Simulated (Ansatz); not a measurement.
Results of dielectric-dependent PBEsol hybrid in Ansatz (PAW) for Zr2N2O (C2/m, No. 12, 15 atoms in the cell; start mp-755368).

Run with plane-wave cutoff 460 eV, 6×6×4 k mesh (along the axes of the cell as run), Fermi–Dirac smearing 0.01 eV, scalar-relativistic PAW data made under PBE.

Cell (relaxed with PBEsol):

Space group C2/m (No. 12); a = 13.557 Å, b = 3.279 Å, c = 8.192 Å, α = 90.00°, β = 100.32°, γ = 90.00°

```tsv
atom	site	symmetry	x	y	z
Zr	4i	m	0.0314	0.0000	0.8075
Zr	4i	m	0.3703	0.0000	0.5256
Zr	4i	m	0.1944	0.5000	0.1314
N	4i	m	0.4656	0.0000	0.3439
N	4i	m	0.3276	0.5000	0.0338
N	4i	m	0.1267	0.0000	0.2872
O	4i	m	0.2098	0.0000	0.6195
O	2b	2/m	0.0000	0.5000	0.0000
```
(The calculation used a cell of 15 atoms; values per cell refer to that cell.)

Task: Predict the band gap, smallest direct gap on the k points sampled and direct gap at Γ.

Result: 
* **band gap**: 2.56 eV
* **smallest direct gap on the k points sampled**: 2.83 eV
* **direct gap at Γ**: 2.99 eV

Note: cell and atoms aren't relaxed at this level (pressure -1.5 GPa).

Spin–orbit coupling is not included.

The computed numbers hold no vibrational or temperature effects.

A start named mp-… is a Materials Project structure, which need not be a measured phase.

Ansatz is a first-principles code.
